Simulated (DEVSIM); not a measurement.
Device: Schottky contact on n-type InP, at 300 K.

Layer 1 from the left is InP, thickness (μm) 11.0, Nd (cm⁻³) 3.1e15, τn (s) 8.2e-8, τp (s) 8.2e-8.

Left contact: Schottky, work function 5.36 eV, emission velocity 3.8e6 cm/s. Right contact: ohmic. Voltage is applied to the left contact. Recombination: SRH at mid-gap, Auger. Mobility is constant in doping.

The device is made up for the run: typed textbook-type constants, with dimensions and the other settings drawn at random. Values at 300 K.

InP: gap (eV) 1.344, affinity (eV) 4.38, permittivity 12.5, Nc (cm⁻³) 5.7e17, Nv (cm⁻³) 1.1e19, μn (cm²/Vs) 5200, μp (cm²/Vs) 170, Cn (cm⁶/s) 9e-31, Cp (cm⁶/s) 9e-31.

Estimate by hand the built-in potential, the peak field at zero bias, the capacitance at -1.5 V, and compare with a numerical solution.


- Built-in potential: barrier φB = 0.980 eV; Vbi = φB − kT/q ln(N_band/N) = 0.845 V; numerical 0.845 V.
- Peak field at zero bias: depletion approximation: W = √(2εVbi/(qN)) = 0.614 μm with N = 3.10e15 cm⁻³; field = 2Vbi/W = 27500 V/cm; numerical 27100 V/cm (estimate above by 1.6 %).
- Capacitance at -1.5 V: C = √(qεN / 2(Vbi + |V|)) = 10.8 nF/cm²; numerical 10.9 nF/cm² (estimate below by 0.55 %).

Model (solved in DEVSIM): 1D drift-diffusion, Boltzmann statistics, complete ionisation; no tunnelling, impact ionisation, image-force lowering or self-heating. Metal contacts follow the ideal Schottky-Mott rule: no Fermi-level pinning, no interface dipoles.
